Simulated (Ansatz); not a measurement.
C11b WSi₂ was calculated with PBE-D3(BJ) in Ansatz (PAW).

Run with plane-wave cutoff 520 eV, 24×24×24 k mesh, Fermi–Dirac smearing 0.05 eV, no spin polarisation, scalar-relativistic PAW data made under PBE.

Shape and atoms are relaxed at each volume.

Pressure at four volumes; x = ln(V/13.250 Å³). One pressure is withheld.

| V (Å³/atom) | x | P (GPa) |
|---|---|---|
| 12.720 | -0.0408 | ? |
| 12.985 | -0.0202 | 4.93 |
| 13.250 | 0.0000 | 0.00 |
| 13.780 | 0.0392 | -8.41 |

**Question.** Pass a parabola P(x) through the three rows shown, estimate the bulk modulus and its pressure derivative near zero pressure, and predict the withheld pressure.

**Answer.** Slopes between the rows: (0.00 − (4.93))/(0.0000 − (-0.0202)) = -244.06 and (-8.41 − (0.00))/(0.0392 − (0.0000)) = -214.54 GPa. Their difference over the span 0.0594 is c = 29.52/0.0594 = 497.0 GPa, so P(x) = 4.93 + (-244.06)(x − (-0.0202)) + 497.0 (x − (-0.0202))(x − (0.0000)). At the middle row B = −dP/dx = −[-244.06 + 497.0 × 0.0202] = 234.0 GPa, and B′ = dB/dP = 2c/B = 4.2. At x = -0.0408 the parabola gives 10.38 GPa; the run gives 10.42 GPa. The Birch–Murnaghan fit to the energies at all volumes has B0 = 234 GPa and B′ = 4.4.

Note: the bulk modulus comes from volumes at which shape and atoms were relaxed.

Spin–orbit coupling is not included.

Ansatz is a quantum-chemistry and plane-wave program.
